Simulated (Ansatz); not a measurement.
Base system: Zr₃N₄ (space group I-43d, No. 220; a = 6.7826 Å).

(Cell as relaxed with PBE.)

Levels (all Ansatz, an electronic-structure program, PAW): PBE (420 eV, no spin-orbit coupling); PBEsol (420 eV, no spin-orbit coupling).

Each level relaxes its own structure.

| quantity | PBE | PBEsol |
|---|---|---|
| volume per atom | 11.14 Å³ | 10.75 Å³ |
| lattice parameter a | 6.783 Å | 6.703 Å |
| band gap | 0.70 eV | 0.75 eV |
| gap character | direct at Γ | direct at Γ |
| electron mass (degenerate bands, along [100]) | 0.34, 0.44 mₑ | 0.30, 0.42 mₑ |

PBE's volume per atom lies 0.39 Å³ above PBEsol's (3.6 %); PBE's lattice parameter a lies 0.080 Å above PBEsol's (1.2 %); PBE's band gap lies 0.056 eV below PBEsol's; the two agree on the gap character. Neither level is exact; PBEsol is the comparison here, not a measurement.

Masses are band curvatures over ±0.01 Å⁻¹ around the edge. Stability against distortions was not tested.
